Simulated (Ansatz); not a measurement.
An Ansatz (a program for electronic structure) input (Ansatz, PBEsol, PAW, cutoff 420 eV, scalar-relativistic without spin-orbit coupling):

Ansatz 0.2 input:
```yaml
crystal:
  lattice:
    - [2.8668444336, 0, 0]
    - [1.4334222168, 2.4827601082, 0]
    - [0, 0, 24.3630747123]
  atoms:
    - { symbol: Ag, position: [0.3333333333, -0.1666666667, 0.3078429176] }
    - { symbol: Ag, position: [1, -0.5, 0.4039214588] }
    - { symbol: Ag, position: [1.6666666667, -0.8333333333, 0.5] }
    - { symbol: Ag, position: [2.3333333333, -1.1666666667, 0.5960785412] }
    - { symbol: Ag, position: [3, -1.5, 0.6921570824] }
basis: { ecutwfc: 420, ecutrho_ratio: 4, xc_grid: 2, fft_grid_basis: typed }
kpoints: { mp_grid: { grid: [19, 19, 1] } }
hamiltonian:
  xc: pbesol
  dispersion: none
  pseudopotentials: { kind: paw }
scf: { occupations: { method: fermi_dirac, width: 0.05 }, convergence: { dr2_threshold: 0.0000000005 } }
relax: { f_tol: 0.01, max_steps: 50 }
output: { forces: true, stress: true }
checkpoint: { write: state.ck, write_every: 1000 }
```

Task: Which symmetry and how many k-points will the program report, and about how many plane waves at Γ?

Result: Space group P-3m1 (ITA 164) with 12 operations, k-points 40 of 361, and 3405 plane waves at Γ.

No phonon test of stability was made. The cell was made from Ag in the fcc (Cu type) structure (space group Fm-3m, No. 225) by this change: a free-standing slab of 5 layers (5 atoms, 1 a layer) is cut normal to [111], with 15 Å of vacuum and the in-plane cell held at bulk.
